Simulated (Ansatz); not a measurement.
**Ru: transverse stress against strain**

Ru (hcp, P6_3/mmc, 13.776 Å³/atom at rest, c along z) under a strain ε along c (axis z), the other axes held. PBE in Ansatz, a plane-wave DFT program (PAW, default set), 420 eV, 24×24×14 Γ-centred mesh, Fermi-Dirac smearing 0.10 eV; ions are relaxed within the symmetry of each cell. Stress is positive for a compressed cell.

Here s stands for strain and y for stress xx.

```
strain (%)  stress xx (GPa)
----------  ---------------
-1.50                  2.74
-1.00                  1.79
-0.50                  0.87
0.00                   0.00
0.50                  -0.83
1.00                  -1.62
1.50                  -2.38
3.00                      ?
```

Question: Using a straight line, estimate the missing y at s = 3.00 from the other rows, showing the fit.

Answer: Means: s 0, y 0.081. About the means, the sum of products is -11.940 and the sum of squares of s is 7.0000; the slope is their ratio. Least squares gives y = 0.081 - 1.7057·s. Residuals (row less fit): 0.100, 0.003, -0.064, -0.081, -0.058, 0.005, 0.098; standard error 0.082 (degrees of freedom: 5). The slope gives the elastic constant C13 = 171 ± 3 GPa. At the withheld row, y = 0.081 - 1.7057 × 3.0 = -5.036 GPa. The calculation gives -4.45 GPa, 0.586 GPa above the prediction (8.2 % of the range of y in the table). The row lies outside the fitted rows, so this is an extrapolation. From the scatter of the fitted rows alone, a prediction at this place has a standard error of 0.128 GPa, so the miss is 4.6 times that.

One order more, fitted to all 13 runs of the series, follows each within 0.02, so the miss is the next term of a smooth law. In a metal these values are sensitive to mesh and smearing; energies are taken to zero smearing, stresses follow the free energy. Rows are the converged runs of the series near zero and its far end; series whose fitted rows scatter by over a few per cent of the range, as at a crossing or softening among them, aren't shown in this form. Most that stay on the fit to the last digits aren't either.
